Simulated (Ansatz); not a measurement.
Start from SnO2 in the rutile structure (space group P4_2/mnm, No. 136; a = 4.7685 Å, c = 3.2114 Å). Axes: x, y, z lie along a, b, c of the conventional cell.

It is then changed as follows: compressive biaxial strain of 1.91 % in the plane normal to [001], as in epitaxy on a mismatched substrate; the out-of-plane cell vector and the atoms relax.

Levels (all Ansatz, a program for electronic structure, PAW, earlier PAW set): PBEsol (420 eV, scalar-relativistic without spin-orbit coupling); r2SCAN (500 eV, without spin-orbit coupling); HSE06 (420 eV, spin-orbit coupling left out); PBEsol+SOC (420 eV, spin-orbit coupling included).

One geometry, relaxed with PBEsol, under each level:

The valence-band top lists the three highest levels at Γ (Kramers pairs under SOC), from the VBM.

| level | band gap | lowest conduction level above the VBM at special points | valence-band top at Γ | electron mass | pressure |
|---|---|---|---|---|---|
| PBEsol | 1.10 eV | Γ 1.10 eV; X 4.36 eV; M 4.69 eV; A 4.85 eV | 0.00, -0.74, -0.74 eV | 0.17 mₑ out of plane, 0.19 mₑ in plane (at Γ) | 3.90 GPa |
| r2SCAN | (withheld) | (withheld) | – | – | (withheld) |
| HSE06 | 2.96 eV | Γ 2.96 eV; X 6.34 eV; M 6.75 eV | – | – | – |
| PBEsol+SOC | 1.11 eV | Γ 1.11 eV; X 4.37 eV; M 4.70 eV; A 4.85 eV | 0.00, -0.73, -0.75 eV | 0.17 mₑ out of plane, 0.19 mₑ in plane (at Γ) | 3.86 GPa |

### Question
Give the withheld r2SCAN results.

### Answer

- r2SCAN, band gap: 1.90 eV
- r2SCAN, lowest conduction level above the VBM at special points: Γ 1.90 eV; X 5.15 eV; M 5.51 eV; A 5.78 eV
- r2SCAN, pressure: 2.49 GPa

Single points use the geometry relaxed with PBEsol. Their cutoffs differ, which shifts pressures a little. The spin-orbit shifts are approximate. Masses are band curvatures over ±0.01 Å⁻¹ around the edge. Whether these cells are dynamically stable was not tested.
